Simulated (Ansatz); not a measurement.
Results of LDA+SOC in Ansatz (PAW) for cubic perovskite CsPbBr3 (cubic high-temperature phase).

Numerical settings: plane-wave cutoff 520 eV, 6×6×6 k mesh, Fermi–Dirac smearing 0.01 eV, PAW data made under PBE.

The cell has the measured lattice: a = 5.874 Å, b = 5.874 Å, c = 5.874 Å, α = 90.00°, β = 90.00°, γ = 90.00°.

Q: What does this level give for the band gap and direct gap at Γ?

A: 
band gap: 0.18 eV (direct)
direct gap at Γ: 4.51 eV

Note: held by symmetry at 0 K, a high-temperature phase can be a saddle point; cell and atoms aren't relaxed at this level (pressure -1.3 GPa).

The computed numbers hold no vibrational or temperature effects.

Cost on a shared machine: about 5 core-minutes (a rough figure).

Ansatz is a program for electronic structure.
